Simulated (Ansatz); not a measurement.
**Relaxation of the atoms of a (110) slab of Al3Sc (cut from a parent of space group no. 221; 12 atoms in the cell) at several settings**

```yaml
crystal:
  lattice:
    - [4.00488, 0.00000, 0.00000]
    - [0.00000, 5.66376, 0.00000]
    - [0.00000, 0.00000, 19.24790]
  atoms:
    - { symbol: Sc, position: [0.00000, 0.46032, 0.38703] }
    - { symbol: Sc, position: [0.00000, 0.96032, 0.53765] }
    - { symbol: Sc, position: [0.00000, 0.46032, 0.68828] }
    - { symbol: Al, position: [0.50000, 0.21032, 0.31172] }
    - { symbol: Al, position: [0.50000, 0.71032, 0.31172] }
    - { symbol: Al, position: [0.00000, 0.96032, 0.38703] }
    - { symbol: Al, position: [0.50000, 0.71032, 0.46235] }
    - { symbol: Al, position: [0.50000, 0.21032, 0.46235] }
    - { symbol: Al, position: [0.00000, 0.46032, 0.53765] }
    - { symbol: Al, position: [0.50000, 0.21032, 0.61297] }
    - { symbol: Al, position: [0.50000, 0.71032, 0.61297] }
    - { symbol: Al, position: [0.00000, 0.96032, 0.68828] }
```

Base: Ansatz (a program for electronic structure) with PBEsol, PAW files made with PBE. Its settings: kpoints.mp_grid.grid = 7 5 1; hamiltonian.xc = pbesol; hamiltonian.pseudopotentials = {kind: paw} (the program's default PAW files); scf.occupations.method = cold; scf.occupations.width = 0.1 eV.

Each line gives the change from the base single point and the result:

- atoms moved at random; scf.convergence.dr2_threshold: default (1e-07 eV) → 0.001 eV; relax: default → atoms; relax.f_tol: default → 0.03 eV/Å: pressure averaged over the cell with its vacuum 0.06 GPa; largest force (vector length) 0.019 eV/Å; relaxation steps 4; free energy against the base single point -12.4 meV/atom.
- relax: default → atoms: pressure averaged over the cell with its vacuum 0.08 GPa; largest force (vector length) 0.007 eV/Å; relaxation steps 8; free energy against the base single point -12.4 meV/atom.
- atoms moved at random; relax: default → atoms; relax.f_tol: default → 0.005 eV/Å: pressure averaged over the cell with its vacuum 0.08 GPa; largest force (vector length) 0.003 eV/Å; relaxation steps 5; free energy against the base single point -12.4 meV/atom.

The starting cell has typed, rounded lattice constants, without a prior relaxation at this level. The slab is cut from that crystal, and its faces are unrelaxed. Its lattice was rescaled in the plane by a random factor within 2.5 % of one. The two faces of this cut differ, and no dipole correction was used.

Keys are those of Ansatz 0.2.
